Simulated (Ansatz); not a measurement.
## PbSe (Pm-3m, No. 221, 2 atoms in the cell; start mp-21214; a measured phase of this formula has another space group)

These are LDA (PAW; Ansatz, an electronic-structure program) values and carry that method's errors.

Settings: plane-wave cutoff 500 eV, 10×10×10 k mesh, Fermi–Dirac smearing 0.05 eV, scalar-relativistic PAW data made under PBE.

Cell (relaxed at this level):

```
PbSe
1.0
    3.66883     0.00000     0.00000
    0.00000     3.66883     0.00000
    0.00000     0.00000     3.66883
Pb Se
1 1
Direct
  0.00000   0.00000   0.00000
  0.50000   0.50000   0.50000
```

```
Item             Result
--------  -------------
band gap  zero (no gap)
```

Note: the relaxation could not lower the start's symmetry, so the cell can be a saddle point above a distorted one.

Spin–orbit coupling is not included; it can shift volumes and moduli of such heavy elements.

Computed values are for the static lattice.

It cost around 22 core-seconds (rough) of CPU time.

A start named mp-… is a Materials Project structure, which need not be a measured phase.
